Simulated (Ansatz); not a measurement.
Output of an Ansatz run (abridged):

```
WARN basis.ecutwfc = 420 eV, the default
WARN ansatz: RAYON_NUM_THREADS=1 ignored (pool sized by the plan → 1); use --threads N
Pseudopotentials: kind: paw
Pseudopotential: Sn, paw, valence charge 14
Pseudopotential: O, paw, valence charge 6
Crystal: 6 atoms, lattice volume = 71.672 Å³
Basis set: ecut = 420 eV, 1411 PW (Γ), exchange–correlation on 64×64×48 points (8 copies of the dense FFT grid, shifted against one another)
Bands: 32, of which v1, the nominal top of the filled ones, is band 26 counted from 1 (25 counted from 0)
Symmetry: 16 space group operations
Space group: P42/mnm (ITA 136), of the structure as read, at distance tolerance 4.2e-5 Å
k-points: 18 of 80
Initial density: superposition of atomic densities (neutral atoms: chi_scale 0, normalization atom), corrected by the library's trained network
Initial wavefunctions: pseudopotential atomic-orbital guess
Eigensolver: davidson
Functional: x = pbe(κ = 0.804, μ = 0.2195149727645171), c = pbe(β = 0.06672455060314922)
SCF iter   1: F=—  HF=-14317.846058 eV  |F-HF|=—  |Δ(HF+E_count)|=         —  Δρ=1.07e-3  dr2=2.40e-4  ethr=1.77e-3  ⟨swp⟩=6.4  Hψ=2553  notcnv=0
all-band conjugate gradients solve this SCF's bands
preconditioner: auto → Resta (q_TF=auto, 2.586 Å⁻¹)
SCF iter   2: F=—  HF=-14317.847416 eV  |F-HF|=—  |Δ(HF+E_count)|=   1.36e-3  Δρ=5.80e-4  dr2=7.47e-5  ethr=4.61e-7  ⟨swp⟩=2.8  Hψ=1377  notcnv=0  defer=31
SCF iter   3: F=—  HF=-14317.847677 eV  |F-HF|=—  |Δ(HF+E_count)|=   2.61e-4  Δρ=1.95e-4  dr2=2.15e-5  ethr=1.44e-7  ⟨swp⟩=2.8  Hψ=1035  notcnv=0  defer=31
SCF iter   4: F=—  HF=-14317.847681 eV  |F-HF|=—  |Δ(HF+E_count)|=   3.99e-6  Δρ=4.63e-5  dr2=7.85e-7  ethr=4.13e-8  ⟨swp⟩=2.1  Hψ=772  notcnv=0  defer=31
SCF iter   5: F=—  HF=-14317.847682 eV  |F-HF|=—  |Δ(HF+E_count)|=   1.02e-6  Δρ=1.77e-5  dr2=1.02e-7  ethr=1.51e-9  ⟨swp⟩=2.0  Hψ=922  notcnv=0  defer=31
SCF iter   6: F=-14317.847683 eV  HF=-14317.847683 eV  |F-HF|=1.07e-8  |Δ(HF+E_count)|=   3.32e-7  Δρ=3.69e-6  dr2=4.91e-9  ethr=1.92e-10  ⟨swp⟩=8.6  Hψ=2329  notcnv=0
SCF 1 converged in 6 iterations: F = -14317.847683 eV  dr2 = 4.91e-9
SCF converged after 6 iterations
Free energy (F): -14317.847683 eV
Harris-Foulkes:  -14317.847683 eV  (|F-HF|=1.07e-8)
Internal energy: -14317.847683 eV  (E = F + TS)
E sigma→0 (E₀):  -14317.847683 eV
Fermi energy:    10.126138 eV
--- Per-component energies (eV) ---
  E_band       = -115.923500
  E_kinetic    = 1085.016927
  E_local      = -2863.786490  (includes V_loc(G=0)·N_el)
  E_nonlocal   = 134.861211
  E_hartree    = 1491.917797
  E_xc         = -1054.884319
  E_vxc        = -563.968396  (∫ρ·V_xc dr)
  E_paw        = -8930.382839  (= ΣΔE_a)
  E_vpaw       = -891.892526  (= ΣTr[D̂ρ^β])
  E_aug_tail   = 0.010008  (compensation charges beyond the density's cutoff)
  E_ewald      = -4180.599978
  E_smearing   = -0.000000  (= −TS)
  E_closure    = 0.000000  (closes the sum)
  Σ components = -14317.847683   (vs F -14317.847683, Δ=0.00e0)
--- Forces (eV/Å), atoms counted from 1 ---
  atom   1  Sn     0.00000000    -0.00000000     0.00000000
  atom   2  Sn     0.00000000     0.00000000     0.00000000
  atom   3  O     -0.17514561    -0.17514561     0.00000000
  atom   4  O     -0.17514561     0.17514561     0.00000000
  atom   5  O      0.17514561    -0.17514561     0.00000000
  atom   6  O      0.17514561     0.17514561     0.00000000
  max |Σ_I F_I| component: 5.55e-17 eV/Å
--- Stress (GPa, compression-positive) ---
        9.678936       0.000000       0.000000
        0.000000       9.678936       0.000000
        0.000000       0.000000      12.313668
  P = ⅓ Tr σ = 10.5572 GPa (105.572 kbar)
  The stress holds the Pulay correction. Without it, at fixed plane waves, as pw.x and ABINIT print it: P = 9.7114 GPa
--- Band table (eV; the first three rows and the last of 18) ---
  k-point 0: bands = ["-11.6149", "-10.8457", "-10.5639", "-10.5432", "-10.5432", "-10.4574", "-10.4161", "-10.3282", "-10.2950", "-10.2950", "-9.4203", "-7.5917", "-7.5917", "-5.7965", "1.4108", "5.4556", "5.4556", "5.5440", "6.4042", "7.4603", [...]
  k-point 1: bands = ["-11.4310", "-10.8803", "-10.8803", "-10.6404", "-10.4948", "-10.4864", "-10.4008", "-10.3386", "-10.3386", "-10.3298", "-9.2037", "-7.0263", "-7.0263", "-6.1068", "1.3894", "5.3054", "5.5078", "5.8028", "5.8028", "6.6630", [...]
  k-point 2: bands = ["-11.2953", "-11.2953", "-11.0378", "-10.7078", "-10.3968", "-10.3968", "-10.3677", "-10.3500", "-10.3407", "-10.3207", "-8.3566", "-7.0727", "-6.2097", "-6.2097", "1.7344", "3.1379", "5.4051", "5.4780", "5.4780", "6.2193", [...]
  k-point 17: bands = ["-11.3090", "-11.3090", "-10.9107", "-10.9107", "-10.3994", "-10.3994", "-10.3477", "-10.3477", "-10.3326", "-10.3326", "-7.5488", "-7.5488", "-6.2941", "-6.2941", "1.7269", "1.7269", "4.7143", "4.7143", "6.8115", "6.8115", [...]
```

The structure:

```xyz
6
Lattice="4.7400 0.0000 0.0000 0.0000 4.7400 0.0000 0.0000 0.0000 3.1900" Properties=species:S:1:pos:R:3 pbc="T T T"
Sn     0.0000     0.0000     0.0000
Sn     2.3700     2.3700     1.5950
O      1.4552     1.4552     0.0000
O      3.8252     0.9148     1.5950
O      0.9148     3.8252     1.5950
O      3.2848     3.2848     0.0000
```

Reconstruct the input of this run.

Other spellings and defaults could give the same log, and not every line can be read from it. The input that was run (DFT, PBE, plane waves, default PAW files):

Ansatz 0.2 input:
```yaml
crystal:
  lattice:
    - [4.740000, 0.000000, 0.000000]
    - [0.000000, 4.740000, 0.000000]
    - [0.000000, 0.000000, 3.190000]
  atoms:
    - { symbol: Sn, position: [0.000000, 0.000000, 0.000000] }
    - { symbol: Sn, position: [0.500000, 0.500000, 0.500000] }
    - { symbol: O, position: [0.307000, 0.307000, 0.000000] }
    - { symbol: O, position: [0.807000, 0.193000, 0.500000] }
    - { symbol: O, position: [0.193000, 0.807000, 0.500000] }
    - { symbol: O, position: [0.693000, 0.693000, 0.000000] }
kpoints:
  mp_grid:
    grid: [4, 4, 5]
hamiltonian:
  xc: pbe
  pseudopotentials:
    kind: paw
scf:
  occupations:
    method: fermi_dirac
    width: 0.01 eV
output:
  forces: true
  eigenvalues: true
  stress: true
```

The starting cell has typed, rounded lattice constants, without a prior relaxation at this level. With a pressure of about 11 GPa the cell is away from its equilibrium volume at this level. Ansatz's pressure includes its estimate of the finite-basis (Pulay) stress. Without the estimate this run gives 9.71 GPa.

Ansatz is a first-principles code.
